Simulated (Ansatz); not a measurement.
Consider a periodic stack without vacuum, hcp Hf (1 0 0) on wurtzite ZnO (1 0 0) (film strained to the substrate, started from cuts of the bulks and a machine-learned relaxation; slabs Zn10O10 and Hf8, which can lie off the formulas): substrate slab Zn10O10, film Hf8, surface cells [[0, 1], [-1, 0]] and [[0, 1], [-1, 0]], film strained by +2.3 and +4.5 %, outermost planes OZn/OZn and Hf/Hf as cut, which need not be the usual terminations and can put a slab off its formula. Its start:

```xyz
28
Lattice="5.2938 0.0000 0.1852 0.0000 3.2795 -0.0638 -1.1363 -0.3578 25.3138" Properties=species:S:1:pos:R:3 pbc="T T T"
Zn     3.2855     0.6145     0.3860
Zn     0.6861     0.4705     2.3532
O      5.3183     0.4144     0.6835
O      2.6706     0.5003     2.3672
Zn     3.2975     2.1552     3.2829
Zn     0.5810     2.1835     5.1460
O      5.2988     2.1308     3.4251
O      2.5896     2.1931     5.1786
Zn     3.1914     0.5719     6.1869
Zn     0.4710     0.6275     8.0332
O      5.1969     0.5625     6.2975
O      2.4799     0.6345     8.0618
Zn     3.0852     2.2936     9.0099
Zn     0.3691     2.3300    10.8744
O     -0.2015     2.2849     8.9346
O      2.3750     2.3498    10.8701
Zn     2.9928     0.7314    11.8624
Zn     0.1641     0.6188    13.8235
O     -0.3206     0.7053    11.8104
O      2.2106     0.7681    13.6680
Hf     0.1156     2.2034    16.1943
Hf     2.8170     3.7482    15.4328
Hf    -0.0412     0.5168    18.7567
Hf     2.6580     2.0482    18.0859
Hf    -0.2207     2.0832    21.3784
Hf     2.4868     3.6269    20.6994
Hf    -0.3892     0.4164    24.0360
Hf     2.2921     1.9646    23.2678
```

The start was prepared with a machine-learned potential, and the result is one local minimum, with the in-plane cell held and forces under 0.04 eV/Å; the film can end far from its bulk form.

The numbers are results of PBE (plane waves to 420 eV, PAW; Ansatz, a first-principles code), not measurements. No spin–orbit coupling; the runs are not spin-polarised; PBE gaps are too small against experiment. Its k-point mesh 6×9×1, Fermi–Dirac width 0.05 eV.

Task: Predict the relaxed interface.

Result: 
- interface area = 17.4 Å²
- period = 25.67 Å
- heights between the nearest atoms of the two slabs at the two interfaces = 1.47 and 1.47 Å
- Hf–Zn contacts across the interfaces within 1.22 times the sum of covalent radii = 8, mean 3.03 Å
- Hf–O contacts across the interfaces within 1.22 times the sum of covalent radii = 2, mean 1.90 Å
